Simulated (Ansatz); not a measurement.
Element substitutions in Li

The parent structure is Li in the bcc (W type) structure (space group Im-3m, No. 229).

```
Li
1.0
   -1.73814     1.73814     1.73814
    1.73814    -1.73814     1.73814
    1.73814     1.73814    -1.73814
Li
1
Direct
  0.00000   0.00000   0.00000
```

Each row replaces one element on all its sites; cell and atoms are relaxed.

The values are results of r2SCAN/PAW in Ansatz (a quantum-chemistry and plane-wave program), no spin-orbit coupling, earlier PAW set, not measurements.

Candidates:
(a) Li → B
(b) Li → Cs
(c) Li → Be

Base values:

```
Property               Result
-------------------  --------
Lattice parameter a  347.6 pm
```

Order them by lattice parameter a, highest first.

(b) Li → Cs (626.5 pm), (c) Li → Be (250.0 pm), (a) Li → B (229.4 pm)

No phonon test of stability was made. As relaxed here, B is a hypothetical phase, not in the database extracts checked. For Be in this form, whether it has been made was not checked. The final runs are not spin-polarised. This is not the structure that Be has at room temperature and ambient pressure.
